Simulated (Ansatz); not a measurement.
Consider Mg$_{2}$Sn (space group Fm-3m, No. 225; relaxed with 0.1 eV smearing).

```yaml
crystal:
  lattice:
    - [0.00000, 3.37355, 3.37355]
    - [3.37355, 0.00000, 3.37355]
    - [3.37355, 3.37355, 0.00000]
  atoms:
    - { symbol: Sn, position: [0.00000, 0.00000, 0.00000] }
    - { symbol: Mg, position: [0.25000, 0.25000, 0.25000] }
    - { symbol: Mg, position: [0.75000, 0.75000, 0.75000] }
```

Cartesian axes are those of the cell as printed.

All numbers come from DFT with PBEsol, PAW potentials and a 420 eV plane-wave cutoff in Ansatz (an electronic-structure program), scalar-relativistic without spin-orbit coupling.

Base values:

- Volume per atom = 25.60 Å³

Perturbation: biaxial strain −1.95 %, plane normal [111], relaxed out of plane (Cartesian); in-plane vectors clamped, the third vector and the atoms free.

Predict the new volume per atom.

The volume per atom drops by 0.73 Å³, from 25.60 Å³ to 24.87 Å³.

What happens to the in-plane stress?

The mean in-plane stress (compression positive) is +2.0 GPa.

Stability against distortions was not tested.
